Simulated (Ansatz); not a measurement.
The starting structures come from a database of crystals and need not be the phases stable at ambient conditions.

Tunnelling through a barrier is set by its complex band structure: the current falls as exp(−2κd) with the smallest κ.

Input:

```xyz
12
Lattice="4.2969 0.0000 0.0000 0.0000 10.8131 0.0000 2.1484 0.0000 7.1711" Properties=species:S:1:pos:R:3 pbc="T T T"
Ba     2.1484     8.1098     3.6035
Ba     4.2969     2.7033     3.5676
Y      0.0000     5.4066     0.0000
Y      0.0000     0.0000     0.0000
Ag     4.2969     8.1098     6.7354
Ag     2.1484     2.7033     0.4357
Se     2.1484     0.5416     1.9428
Se     4.2969    10.2715     5.2283
Se     4.2969     5.9482     5.2283
Se     2.1484     4.8649     1.9428
Se     2.1484     2.7033     6.0296
Se     4.2969     8.1098     1.1415
```

Space group of this cell: Cmcm. The cell is taken as given; by r2SCAN its mean pressure is -1.1 GPa.

Transport runs along the normal of the first two printed cell vectors.

The gap is the functional's own. No spin-orbit coupling. Mid-gap values are interpolated on the energy grid.

Problem. State the band gap and the smallest decay constant κ at mid-gap according to r2SCAN (Ansatz, a first-principles code).

Solution. Gap 1.70 eV on a 8×4×8 mesh; κ = 0.191 1/Å, at the zone centre.
